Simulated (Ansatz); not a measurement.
Start from HfB2 (space group P6/mmm, No. 191; a = 3.128 Å, c = 3.445 Å).

The change: a hydrostatic pressure of 5 GPa.

Levels (all Ansatz, an electronic-structure program, PAW): PBEsol (420 eV, no spin-orbit coupling); PBEsol+SOC (420 eV, spin-orbit coupling included).

The geometry is relaxed with PBEsol.

```
Item               Value
---------------  -------
PBEsol pressure  5.0 GPa
```

### Question
How does going to PBEsol+SOC change the pressure?

### Answer
The pressure drops by 0.4 GPa, from 5.0 GPa to 4.6 GPa.

Single points use the geometry relaxed with PBEsol. Differences between runs with and without spin-orbit coupling are approximate. Load acts through the strain it causes; cell and atoms are relaxed under it. Stability against distortions was not tested. Competing high-pressure phases were not computed. The runs without spin-orbit coupling are not spin-polarised.
